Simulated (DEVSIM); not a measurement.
System: Si/Ge n-p heterojunction, at 300 K.

```tsv
layer (left to right)	material	thickness (μm)	Nd (cm⁻³)	Na (cm⁻³)	τn (s)	τp (s)
1	Si	0.0930	1.3e17	-	0.00018	0.00018
2	Ge	4.50	-	1.8e18	0.00018	0.00018
```

Left contact: ohmic. Right contact: ohmic. Voltage is applied to the left contact. Recombination: SRH at mid-gap, radiative. Mobility is μmin + (μ − μmin)/(1 + (N/Nref)^α).

The device is made up for the run: typed textbook-type constants, with dimensions and the other settings drawn at random. Values at 300 K.

```csv
parameter,Si,Ge
gap (eV),1.124,0.664
affinity (eV),4.05,4
permittivity,11.7,16
Nc (cm⁻³),2.86e19,1.04e19
Nv (cm⁻³),3.1e19,6e18
μn (cm²/Vs),1417,3900
μp (cm²/Vs),470,1900
"μn,min",52,150
"μp,min",45,100
"Nref,n",9.7e16,2.6e17
"Nref,p",2.2e17,4e17
αn,0.68,0.56
αp,0.72,0.6
B (cm³/s),4.7e-15,6.4e-14
```

Simulated with DEVSIM: 1D drift-diffusion, Boltzmann statistics, complete ionisation; no tunnelling, impact ionisation, image-force lowering or self-heating. Band offsets follow the typed affinities; no thermionic-emission limit at abrupt steps, no polarisation charge.

Tabulate band edges, carrier densities and field at zero bias.

Energies count from the Fermi level of the right contact; mesh points crowd at the junctions.

| x (μm) | Ec (eV) | Ev (eV) | n (cm⁻³) | p (cm⁻³) | field (V/cm) |
|---|---|---|---|---|---|
| 0.000 | 0.139 | -0.985 | 1.3e17 | 890 | 1800 |
| 0.005385 | 0.140 | -0.984 | 1.3e17 | 930 | 2000 |
| 0.01539 | 0.143 | -0.981 | 1.1e17 | 1000 | 3600 |
| 0.03618 | 0.161 | -0.963 | 5.6e16 | 2100 | 17000 |
| 0.07149 | 0.324 | -0.800 | 1.0e14 | 1100000 | 80000 |
| 0.08444 | 0.445 | -0.679 | 9.7e11 | 1.2e8 | 110000 |
| 0.09141 | 0.523 | -0.601 | 4.6e10 | 2.5e9 | 120000 |
| 0.09780 | 0.620 | -0.044 | 3.9e8 | 1.1e18 | 32000 |
| 0.1082 | 0.632 | -0.032 | 2.5e8 | 1.8e18 | 2000 |
| 0.1316 | 0.633 | -0.031 | 2.4e8 | 1.8e18 | ≈ 0 |
| 0.1785 | 0.633 | -0.031 | 2.4e8 | 1.8e18 | ≈ 0 |
| 0.3383 | 0.633 | -0.031 | 2.4e8 | 1.8e18 | ≈ 0 |
| 0.6305 | 0.633 | -0.031 | 2.4e8 | 1.8e18 | ≈ 0 |
| 1.264 | 0.633 | -0.031 | 2.4e8 | 1.8e18 | ≈ 0 |
| 2.970 | 0.633 | -0.031 | 2.4e8 | 1.8e18 | ≈ 0 |
| 3.847 | 0.633 | -0.031 | 2.4e8 | 1.8e18 | ≈ 0 |
| 4.252 | 0.633 | -0.031 | 2.4e8 | 1.8e18 | ≈ 0 |
| 4.431 | 0.633 | -0.031 | 2.4e8 | 1.8e18 | ≈ 0 |
| 4.538 | 0.633 | -0.031 | 2.4e8 | 1.8e18 | ≈ 0 |
| 4.570 | 0.633 | -0.031 | 2.4e8 | 1.8e18 | ≈ 0 |
| 4.585 | 0.633 | -0.031 | 2.4e8 | 1.8e18 | ≈ 0 |
| 4.593 | 0.633 | -0.031 | 2.4e8 | 1.8e18 | ≈ 0 |
